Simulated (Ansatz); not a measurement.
Checking a run of Ansatz (a program for electronic structure) on Y (P6/mmm, 3 atoms in the cell). The aim is a self-consistent single point with DFT, LDA (PW92), plane waves, default PAW files made with PBE.

Cell that was meant: a = 5.7136 Å, b = 5.7136 Å, c = 3.4751 Å, α = 90.00°, β = 90.00°, γ = 120.00°.

Part of the input:

Ansatz 0.2 input:
```yaml
    - { symbol: Y, position: [0.000000, 0.000000, 0.000000] }
    - { symbol: Y, position: [0.333333, 0.666667, 0.500000] }
    - { symbol: Y, position: [0.666667, 0.333333, 0.500000] }
basis:
  ecutwfc: 125.0
kpoints:
  mp_grid: { grid: [5, 5, 7] }
hamiltonian:
```

The program printed (abridged):

```
   [... lines left out ...]
k-points: 20 of 175
PAW frozen core: Y, regenerated for the run's functional, and the local potential with it
Initial density: superposition of atomic densities (neutral atoms: chi_scale 0, normalization atom), corrected by the library's trained network
Initial wavefunctions: pseudopotential atomic-orbital guess
Eigensolver: davidson
Functional: x = slater, c = lda
SCF iter   1: F=—  HF=-11209.072632 eV  |F-HF|=—  |Δ(HF+E_count)|=         —  Δρ=9.79e-2  dr2=5.86e0  ethr=1.77e-3  ⟨swp⟩=4.1  Hψ=1751  notcnv=0
all-band conjugate gradients solve this SCF's bands
preconditioner: auto → Kerker (q_TF=auto, 2.275 Å⁻¹)
SCF iter   2: F=—  HF=-11206.715512 eV  |F-HF|=—  |Δ(HF+E_count)|=    2.36e0  S|Δr|=    0.00e0  Δρ=5.31e-2  dr2=1.79e0  ethr=1.77e-3  ⟨swp⟩=2.0  Hψ=1000  notcnv=0
   [... lines left out ...]
SCF iter   4: F=—  HF=-11205.658731 eV  |F-HF|=—  |Δ(HF+E_count)|=   1.90e-3  S|Δr|=    0.00e0  Δρ=3.58e-4  dr2=9.34e-5  ethr=1.17e-5  ⟨swp⟩=2.0  Hψ=755  notcnv=0
SCF iter   5: F=—  HF=-11205.658711 eV  |F-HF|=—  |Δ(HF+E_count)|=   1.99e-5  S|Δr|=    0.00e0  Δρ=8.25e-5  dr2=8.24e-6  ethr=2.83e-7  ⟨swp⟩=1.0  Hψ=420  notcnv=0
SCF iter   6: F=-11205.658709 eV  HF=-11205.658709 eV  |F-HF|=1.38e-8  |Δ(HF+E_count)|=   1.78e-6  S|Δr|=    0.00e0  Δρ=8.46e-6  dr2=7.33e-8  ethr=3.03e-10  ⟨swp⟩=3.1  Hψ=1572  notcnv=0
SCF 1 converged in 6 iterations: F = -11205.658709 eV  dr2 = 7.33e-8
Stability not checked (fill_not_monotonic)
Free energy (F): -11205.658709 eV
Internal energy: -11205.641324 eV  (E = F + TS)
E sigma→0 (E₀):  -11205.652914 eV
Entropy (-TS):   -0.017385 eV (-5.795 meV/atom)
Fermi energy:    9.622712 eV
--- Forces (eV/Å), atoms counted from 1 ---
  atom   1  Y     -0.00000000     0.00000000     0.00000000
   [... zero for the other atoms too ...]
--- Stress (GPa, compression-positive) ---
       -0.640462      -0.000000       0.000000
       -0.000000      -0.640462       0.000000
        0.000000       0.000000      -1.060790
  P = ⅓ Tr σ = -0.7806 GPa (-7.806 kbar)
  The stress holds the Pulay correction. Without it, at fixed plane waves, as pw.x and ABINIT print it: P = -142.1556 GPa
```

Problem. Is this run sound? If not, what is wrong?

Solution. The run is not sound. The fault is a basis or grid far too coarse for these potentials. The error of an incomplete plane-wave basis or grid does not cancel at such settings. To fix it, restore the cutoff that the potentials need and check convergence. The run converged in 6 iterations without an error; against the sound input the free energy rises by 10.2 eV/atom and the pressure goes from -4.17 to -0.78 GPa. At a fixed set of plane waves, without the program's Pulay estimate, the pressure is -142.16 GPa against -4.17 GPa.

The sound input it was made from differs as follows (other fixes are possible):
```diff
-basis:
-  ecutwfc: 125.0
```

With that input, the run converged in 6 iterations: free energy E − TS (on the zero of these files) -11236.3787 eV; Fermi level (on the code's own zero) 9.10 eV; pressure -4.17 GPa (DFT, LDA (PW92), plane waves, default PAW files made with PBE).

On the sound input: the starting cell was generated: these elements placed on a structure prototype, without a prior relaxation; it need not be a known phase or ordering of this composition. With a pressure of about -4 GPa the cell is away from its equilibrium volume at this level. Ansatz's pressure includes its estimate of the finite-basis (Pulay) stress.
